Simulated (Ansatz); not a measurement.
## Effect of pressure 22.5 GPa on BaTiO3

Take BaTiO$_{3}$ in the cubic perovskite structure (space group Pm-3m, No. 221; a = 4.019 Å) as the base.

Perturbation: a hydrostatic pressure of 22.5 GPa.

The values are results of Ansatz (a first-principles code), PBE, PAW, cutoff 420 eV, no spin-orbit coupling, not measurements. k-mesh 8×8×8 (Γ-centred); smearing 0.05 eV (Fermi–Dirac).

```csv
quantity,base,changed,shift
volume per atom,12.99 Å³,11.65 Å³,-1.332 Å³
density,5.96 g/cm³,6.65 g/cm³,+0.682 g/cm³
shortest interatomic distance,2.010 Å,1.938 Å,-0.0712 Å
band gap,1.78 eV,2.00 eV,+0.214 eV
gap character,"indirect, R → Γ",direct at Γ,–
width of the top valence band,0.95 eV,1.02 eV,+0.063 eV
"hole mass (degenerate bands, along [100])",–,"0.29, 0.90, 0.90 mₑ (at Γ)",–
```

Load acts through the strain it causes; cell and atoms are relaxed under it. Effective masses come from finite differences of ±0.01 Å⁻¹. Whether these cells are dynamically stable was not tested. No other phases were tried under pressure. All final runs are without spin polarisation. Many cubic perovskites are stable only at high temperature; tilts and polar distortions were not tested. This is not the structure that BaTiO3 has at room temperature and ambient pressure.
